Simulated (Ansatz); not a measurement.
# CH3 on the 1x1 (110) surface of bcc Nb, one in a 2x2 cell, started at the site 'top Nb'

Method: r2SCAN, at the PBE geometry and the start's symmetry (plane waves to 500 eV, PAW; Ansatz, a program for electronic structure).

Model: 20-atom slab, 6.8 Å thick at the start under the adsorbate (thin: gaps and levels are the slab's own), 5x5x1 mesh, Fermi-Dirac 0.1 eV, dipole correction, single point; no symmetry held, on the structure that PBE left; spin-polarised, no spin-orbit, no U, no dispersion correction. The starting moment vanished. The program's check for a lower electronic state was not made. At the end it is bonded to 3 Nb. In PBE it is, or lies within 0.03 eV of, the lowest of the starts that converged; the order may differ at this level.

- adsorption energy against CH4(g) − ½ H2(g) at the same level: -0.24 eV
- work function of the top face: 3.68 eV
- change of the work function: -0.87 eV
- change of the step from the bottom to the top vacuum level, against the clean slab: -0.87 eV
- height of the binding atom over the mean of the host atoms within 0.3 Å of the top one: 1.744 Å
- magnetic moment of the cell: 0.00 μB
- nearest host atoms of the binding atom: Nb at 2.46 Å, Nb at 2.46 Å, Nb at 2.46 Å
- note: in the relaxation the adsorbate left its starting site by 1.8 Å
- cost: roughly 14 core-minutes

A negative adsorption energy means that the adsorbate is more stable on the surface than in its reference.
